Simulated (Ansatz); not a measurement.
Troubleshooting Ansatz (a quantum-chemistry and plane-wave program): a failed run on TiBr3 (R-3, 8 atoms in the cell). The aim is a self-consistent single point with DFT, LDA (PW92), plane waves, default PAW files made with PBE.

Cell that was meant: a = 7.4899 Å, b = 7.4899 Å, c = 7.4899 Å, α = 51.84°, β = 51.84°, γ = 51.84°.

Part of the input:

Ansatz 0.2 input:
```yaml
  spin_polarized: true
scf:
  occupations:
    method: fixed
output:
  forces: true
  eigenvalues: true
```

Output, abridged:

```
Error: inconsistent input (scf.occupations.method, magnetization): a σ = 0 step fill (method: fixed, or a smearing width below the step floor) with no hard lock on the total moment puts the same N_el/2 bands in each spin channel, which gives a total moment of zero, but the starting moments sum to +2.0000 μB; make the starting moments (crystal.atoms[].spin / magnetization.per_species / magnetization.initial_magnetization) sum to zero, or set magnetization.spin_locking.lock_magnetization: hard with an even integer magnetization.initial_magnetization, or use a smearing method with a finite width, such as fermi_dirac
```

Read the log: what does the program object to, and what is the fix?

The fault is fixed occupations in a spin-polarised run with a free moment. With fixed occupations the number of electrons in each spin channel has to be given. To fix it, use a smearing, or fix the total moment. The program stopped before any SCF iteration.

The sound input it was made from differs as follows (other fixes are possible):
```diff
-    method: fixed
+    method: cold
+    width: 0.2 eV
```

With that input, the run converged in 14 iterations: free energy E − TS (on the zero of these files) -21073.0776 eV; Fermi level (on the code's own zero) 4.43 eV; pressure -3.56 GPa; largest force (vector length) 0.355 eV/Å; size of the cell's spin moment 2.00 μB (DFT, LDA (PW92), plane waves, default PAW files made with PBE).

On the sound input: the starting cell comes from a database of computed structures (which also holds hypothetical and non-ambient phases and stackings), without a prior relaxation at this level. The magnetic order is the one reached from the typed start; others were not searched systematically. With a pressure of about -4 GPa the cell is away from its equilibrium volume at this level. Ansatz's pressure includes its estimate of the finite-basis (Pulay) stress.
